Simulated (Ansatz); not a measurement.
**Cu (I4/mmm): band-structure transport figures**

Given:

```
Cu
1.0
    0.00000     1.75547     1.78220
    1.75547     0.00000     1.78220
    1.75547     1.75547     0.00000
Cu
1
Direct
  0.00000   0.00000   0.00000
```

Method: PBEsol, rigid bands (plane waves, PAW, scalar-relativistic; Ansatz, a program for electronic structure). Condition of this run: biaxial strain xx = yy = -1.5 %, z clamped. Geometry: cell and atoms relaxed with PBEsol, then loaded as said.

```
Property                                                          Result
------------------------------------  ----------------------------------
density of states at the Fermi level  0.293 states/(eV·cell), both spins
bare Sommerfeld coefficient                    0.69 mJ/(mol of atoms·K²)
Drude plasma energy                                               9.2 eV
root-mean-square Fermi velocity                                1.1e6 m/s
resistivity times τ                                     5.8 ×10⁻²² Ω·m·s
resistivity times mean free path                         6.4 ×10⁻¹⁶ Ω·m²
```

A metal at this level (no band gap); rigid bands, thermally averaged at 300 K, both spins. Spin-orbit coupling is left out. τ is one relaxation time for all states; the product of resistivity and mean free path takes one path for all states instead.
